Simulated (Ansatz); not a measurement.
Ansatz (a quantum-chemistry and plane-wave program) run on SnHgF6 (R3, 8 atoms in the cell): relaxation of the atoms.

Computed with LDA (PW92), default PAW files made with PBE (plane waves; Ansatz).

The change in words: one atom moved by 0.15 angstrom; relax: default → atoms; relax.f_tol: default → 0.001 eV/Å. Reference geometry:
```yaml
crystal:
  lattice:
    - [2.62798, 1.51727, 5.12496]
    - [-2.62798, 1.51727, 5.12496]
    - [0.00000, -3.03453, 5.12496]
  atoms:
    - { symbol: Sn, position: [0.00000, 0.00000, 0.00000] }
    - { symbol: Hg, position: [0.50000, 0.50000, 0.50000] }
    - { symbol: F, position: [0.06900, 0.38652, 0.77194] }
    - { symbol: F, position: [0.93100, 0.61348, 0.22806] }
    - { symbol: F, position: [0.77194, 0.06900, 0.38652] }
    - { symbol: F, position: [0.22806, 0.93100, 0.61348] }
    - { symbol: F, position: [0.38652, 0.77194, 0.06900] }
    - { symbol: F, position: [0.61348, 0.22806, 0.93100] }
```

Reference input (self-consistent single point, DFT, LDA (PW92), plane waves, default PAW files made with PBE): basis.ecutwfc = 420 eV; kpoints.mp_grid.grid = 6 6 6; hamiltonian.xc = lda; hamiltonian.pseudopotentials = {kind: paw} (the program's default PAW files); scf.occupations.method = fixed. This run's input differs from it in these lines:

```diff
@@ -7,3 +7,3 @@
   atoms:
-    - { symbol: Sn, position_ang: [0.000000, 0.000000, 0.000000] }
+    - { symbol: Sn, position_ang: [-0.000000, 0.000000, 0.149997] }
     - { symbol: Hg, position_ang: [0.000000, 0.000001, 7.687440] }
@@ -24,2 +24,4 @@
   occupations: { method: fixed }
+relax:
+  f_tol: 0.001
 output:
```

Output (repeated stretches shortened):

```
   [... SCF lines of the steps left out ...]
relax step   1: F+E_penalty+E_count = -24163.57865960 eV  Δ(F+E_penalty+E_count) = +0.000e0 eV  max|allowed force component| = 4.433e0 eV/Å  Δτ_max = 0.0000 Å  (8 SCF iters, dr2 threshold 1.00e-7 eV, accepted)
relax step   2: F+E_penalty+E_count = -24163.93282811 eV  Δ(F+E_penalty+E_count) = -3.542e-1 eV  max|allowed force component| = 1.351e0 eV/Å  Δτ_max = 0.0843 Å  (7 SCF iters, dr2 threshold 1.00e-4 eV, accepted)
   [... lines left out ...]
relax step   5: F+E_penalty+E_count = -24163.98679925 eV  Δ(F+E_penalty+E_count) = -8.640e-4 eV  max|allowed force component| = 1.734e-3 eV/Å  Δτ_max = 0.0045 Å  (5 SCF iters, dr2 threshold 2.39e-7 eV, accepted)
relax step   6: F+E_penalty+E_count = -24163.98679926 eV  Δ(F+E_penalty+E_count) = -8.473e-9 eV  max|allowed force component| = 1.718e-3 eV/Å  Δτ_max = 0.0000 Å  (4 SCF iters, accepted)
relax step   7: F+E_penalty+E_count = -24163.98680299 eV  Δ(F+E_penalty+E_count) = -3.733e-6 eV  max|allowed force component| = 7.414e-4 eV/Å  Δτ_max = 0.0009 Å  (6 SCF iters, accepted)
the relaxation is at rest under the 3 symmetry operations that the run kept from its start: a minimum is not shown …
Free energy (F): -24163.986803 eV
Internal energy: -24163.986803 eV  (E = F + TS)
E sigma→0 (E₀):  -24163.986803 eV
Fermi energy:    2.470389 eV
--- Forces (eV/Å), atoms counted from 1 ---
  atom   1  Sn     0.00000000     0.00000000     0.00000163
  atom   2  Hg     0.00000000    -0.00000000    -0.00003882
  atom   3  F     -0.00018763     0.00074005    -0.00033813
  atom   4  F      0.00015881    -0.00074140     0.00034783
  atom   5  F     -0.00054709    -0.00053252    -0.00033813
  atom   6  F      0.00056267     0.00050823     0.00034783
   [... lines left out ...]
    - { symbol: F, position: [0.7653071334171035, 0.09075532943174192, 0.37292117893620236] }
    - { symbol: F, position: [0.23712922291931005, 0.9116883284700135, 0.6295149940554121] }
    - { symbol: F, position: [0.3729211789362022, 0.7653071334171035, 0.09075532943174192] }
    - { symbol: F, position: [0.6295149940554122, 0.23712922291931, 0.9116883284700132] }
```

The run converged. 

Summary of the result:
| Property | Value |
|---|---|
| Free energy E − TS (on the zero of these files) | -24163.9868 eV |
| Top of the valence band (on the code's own zero) | 2.47 eV |
| Gap on the k-point mesh | 2.29 eV |
| Pressure | -1.61 GPa |
| Relaxation steps | 7 |

The starting cell comes from a database of computed structures (which also holds hypothetical and non-ambient phases and stackings), without a prior relaxation at this level. Its lattice was rescaled by up to half a per cent. For this run, on top of that: one atom moved by 0.15 angstrom. Spin-orbit coupling is off. The relaxation keeps the symmetry of its start, so its end need not be a minimum. Ansatz's pressure includes its estimate of the finite-basis (Pulay) stress. Without the estimate this run gives -2.50 GPa.

Cost on one core of a shared machine: roughly 90 s.

Keys are those of Ansatz 0.2.
